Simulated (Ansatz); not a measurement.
## Mg2Sn under a change: biaxial strain −1.00 %, plane normal [001], relaxed out of plane

The reference is Mg2Sn (space group Fm-3m, No. 225; a = 6.6638 Å; relaxed with 0.1 eV smearing). Axes: x, y, z lie along the cube axes.

One thing is altered: biaxial strain −1.00 %, plane normal [001], relaxed out of plane (Cartesian); in-plane vectors clamped, the third vector and the atoms free.

Method: DFT with LDA, PAW potentials and a 420 eV plane-wave cutoff in Ansatz (a first-principles code), no spin-orbit coupling. k-mesh 15×15×15 (Γ-centred); smearing 0.1 eV (Fermi–Dirac).

| quantity | base | changed | shift |
|---|---|---|---|
| volume per atom | 24.66 Å³ | 24.35 Å³ | -0.31 Å³ |
| space group | Fm-3m (No. 225) | I4/mmm (No. 139) | – |
| shortest interatomic distance | 2.886 Å | 2.874 Å | -0.012 Å |
| energy relative to the base (free energy F) | 0 meV/atom | +1.4 meV/atom | +1.4 meV/atom |
| pressure (mean of the normal stresses, compression positive) | 0.0 GPa | 0.6 GPa | +0.6 GPa |
| band gap | zero | zero | – |
| out-of-plane strain | – | +0.75 % | – |
| ratio −ε⊥/ε∥ | – | 0.75 | – |
| mean in-plane stress (compression positive) | – | +0.9 GPa | – |

Whether these cells are dynamically stable was not tested.
